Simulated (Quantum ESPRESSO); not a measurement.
Troubleshooting Quantum ESPRESSO: a failed run on Zr5GaSn3 (P6_3/mcm, 18 atoms in the cell). The aim is a self-consistent single point with DFT, LDA (PZ), plane waves, GBRV 1.5 ultrasoft (LDA) pseudopotentials.

Cell that was meant: a = 8.6934 Å, b = 8.6934 Å, c = 5.8969 Å, α = 90.00°, β = 90.00°, γ = 120.00°.

Part of the input:

```fortran
Ga    69.7230  ga_lda_v1.4.uspp.F.UPF
Sn   118.7100  sn_lda_v1.4.uspp.F.UPF
ATOMIC_POSITIONS bohr
Zr   -2.175670170    3.768370885    2.785893996
Zr   -6.038431001   10.458868211    8.357676092
Zr   12.076861066   -0.000000540    8.357676092
Zr    4.351340002   -0.000000195    2.785893996
Zr    6.038430066   10.458867672    2.785893996
Zr    2.175669833    3.768370691    8.357676092
Zr    8.214109016    4.742407523    5.571782096
Zr   -0.000009118    9.484830839    5.571782096
Zr   -0.000009118    9.484830839    0.000000000
Zr    8.214109016    4.742407523    0.000000000
Ga    0.000000000    0.000000000    0.000000000
Ga    0.000000000    0.000000000    5.571782096
Sn   10.044693517   -0.000000449    2.785893996
Sn    6.383507551   -0.000000285    8.357676092
Sn    5.022346370    8.698959086    8.357676092
Sn    3.191753529    5.528279277    2.785893996
Sn   -5.022347148    8.698959535    2.785893996
Sn   -3.191754023    5.528279562    8.357676092
K_POINTS automatic
3 3 3  0 0 0
CELL_PARAMETERS bohr
   8.693430195    -0.000000389     0.000000000
  -4.346715434     7.528731201     0.000000000
   0.000000000     0.000000000     5.896920608
```

The program printed (abridged):

```
     Message from routine setup:
     using ibrav=0 with symmetry is DISCOURAGED, use correct ibrav instead
     G-vector sticks info
     --------------------
     sticks:   dense  smooth     PW     G-vecs:    dense   smooth      PW
     Sum        2077    1039    313                52237    18417    2955

     bravais-lattice index     =            0
   [... lines left out ...]
        12        Ga     tau(  12) = (   0.0000000   0.0000000   0.6409187  )
        13        Sn     tau(  13) = (   1.1554350  -0.0000001   0.3204597  )
        14        Sn     tau(  14) = (   0.7342910  -0.0000000   0.9613784  )
        15        Sn     tau(  15) = (   0.5777175   1.0006360   0.9613784  )
        16        Sn     tau(  16) = (   0.3671455   0.6359146   0.3204597  )
        17        Sn     tau(  17) = (  -0.5777175   1.0006360   0.3204597  )
        18        Sn     tau(  18) = (  -0.3671455   0.6359146   0.9613784  )

     number of k points=    10  Marzari-Vanderbilt smearing, width (Ry)=  0.0073
                       cart. coord. in units 2pi/alat
        k(    1) = (   0.0000000   0.0000000   0.0000000), wk =   0.0740741
        k(    2) = (   0.0000000   0.0000000   0.4914107), wk =   0.1481481
        k(    3) = (   0.0000000   0.3849002   0.0000000), wk =   0.2962963
        k(    4) = (   0.0000000   0.3849002   0.4914107), wk =   0.2962963
        k(    5) = (   0.3333334   0.5773503   0.0000000), wk =   0.1481481
        k(    6) = (   0.3333334   0.5773503   0.4914107), wk =   0.1481481
        k(    7) = (  -0.3333333   0.1924501   0.0000000), wk =   0.1481481
        k(    8) = (   0.0000000   0.3849002  -0.4914107), wk =   0.2962963
        k(    9) = (  -0.3333333   0.1924501   0.4914107), wk =   0.2962963
        k(   10) = (   0.3333333  -0.5773503  -0.4914107), wk =   0.1481481

     Dense  grid:    52237 G-vectors     FFT dimensions: (  60,  60,  40)

     Smooth grid:    18417 G-vectors     FFT dimensions: (  40,  40,  27)

     Initial potential from superposition of free atoms

     starting charge     233.9819, renormalised to     242.0000

     negative rho (up, down):  1.424E-01 0.000E+00

 %%%%%%%%%%%%%%%%%%%%%%%%%%%%%%%%%%%%%%%%%%%%%%%%%%%%%%%%%%%%%%%%%%%%%%%%%%%%%%
     Error in routine cdiaghg (314):
     S matrix not positive definite
 %%%%%%%%%%%%%%%%%%%%%%%%%%%%%%%%%%%%%%%%%%%%%%%%%%%%%%%%%%%%%%%%%%%%%%%%%%%%%%

     stopping ...
```

Question: From the messages shown, name the fault and mend the input.

Answer: The fault is this: cell lengths typed in angstrom where bohr is read; here the program stops on it instead of giving results. To fix it, give the lengths in the unit that the key or card expects. The program stopped before any SCF iteration.

The sound input it was made from differs as follows (other fixes are possible):
```diff
-CELL_PARAMETERS bohr
-   8.693430195    -0.000000389     0.000000000
-  -4.346715434     7.528731201     0.000000000
-   0.000000000     0.000000000     5.896920608
+CELL_PARAMETERS angstrom
+   8.693429869     0.000000000     0.000000000
+  -4.346714935     7.528731113     0.000000000
+   0.000000000     0.000000000     5.896920000
```

With that input, the run converged in 16 iterations: free energy E − TS -37786.7534 eV; Fermi level (on the code's own zero) 13.90 eV; pressure -7.16 GPa; largest force (vector length) 0.026 eV/Å (DFT, LDA (PZ), plane waves, GBRV 1.5 ultrasoft (LDA) pseudopotentials).

On the sound input: the starting cell comes from a database of computed structures (which also holds hypothetical and non-ambient phases and stackings), without a prior relaxation at this level. With a pressure of about -7 GPa the cell is away from its equilibrium volume at this level. Without a gap this mesh is coarse (it stands for a supercell whose shortest vector is 18 Å).
